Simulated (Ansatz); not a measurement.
Base system: Cs in the bcc (W type) structure (space group Im-3m, No. 229).

```yaml
crystal:
  lattice:
    - [-3.13761, 3.13761, 3.13761]
    - [3.13761, -3.13761, 3.13761]
    - [3.13761, 3.13761, -3.13761]
  atoms:
    - { symbol: Cs, position: [0.00000, 0.00000, 0.00000] }
```

Cartesian axes are those of the cell as printed.

Calculations: Kohn–Sham DFT with the r2SCAN functional, run in Ansatz (a first-principles code) with PAW and 500 eV plane waves, spin-orbit coupling left out.

Base values:

* **Volume per atom**: 123.55 Å³
* **Pressure**: 0.0 GPa

The change: biaxial strain −2.84 %, plane normal [001], relaxed out of plane (Cartesian); in-plane vectors clamped, the third vector and the atoms free.

Estimate the effect on the energy relative to the base, volume per atom and pressure.

The energy goes up by 0.7 meV/atom; the volume per atom decreases by 1.619 Å³ to 121.94 Å³; the pressure (mean of the normal stresses, compression positive) remains 0.0 GPa.

Without a gap, meshes like the base's 11×11×11 leave anisotropic stresses uncertain by several tenths of a GPa, and small strain energies with them. Stability against distortions was not tested. All final runs are without spin polarisation.
